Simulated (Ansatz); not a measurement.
## OH on the (0001) surface of wurtzite GaN (2x2 Ga adatom at T4; a constructed slab, bottom: 3 H on 4 bottom sites), one in a cell of 36 Å², started at the site 'over Ga at depth 1.7 Å #2'

Host crystal: wurtzite GaN, with a band gap (PBE, scalar-relativistic without spin-orbit coupling).

Method: PBE (plane waves to 420 eV, PAW; Ansatz, an electronic-structure program).

Model: 46-atom slab, 13.9 Å thick at the start with caps and adatoms under the adsorbate (thin: gaps and levels are the slab's own), 4x4x1 mesh, Fermi-Dirac 0.01 eV, dipole correction, 23 atoms held, the rest relaxed; no symmetry held; spin-polarised, ending with about 0.9 μB a cell, a value that depends on the mesh; orders that need a larger cell were not tried, no spin-orbit, no U, no dispersion correction. The slab shows no gap over 0.04 eV on its mesh. At the end it is bonded to 2 Ga. In PBE it is, or lies within 0.03 eV of, the lowest of the starts that converged.

The energy of the end state, in which the adsorbate broke or entered a bond of the host, against H2O(g) − ½ H2(g) is -0.77 eV and the change of the step from the bottom to the top vacuum level, against the clean slab is -0.67 eV. The energy released by relaxation is 1.65 eV, the height of the binding atom over the mean of the host atoms within 0.3 Å of the top one comes out as -0.053 Å and the largest move of a host atom is 0.51 Å. The caution is the clean host was not checked against rearrangement in a larger or rattled cell.

A negative adsorption energy means that the adsorbate is more stable on the surface than in its reference.
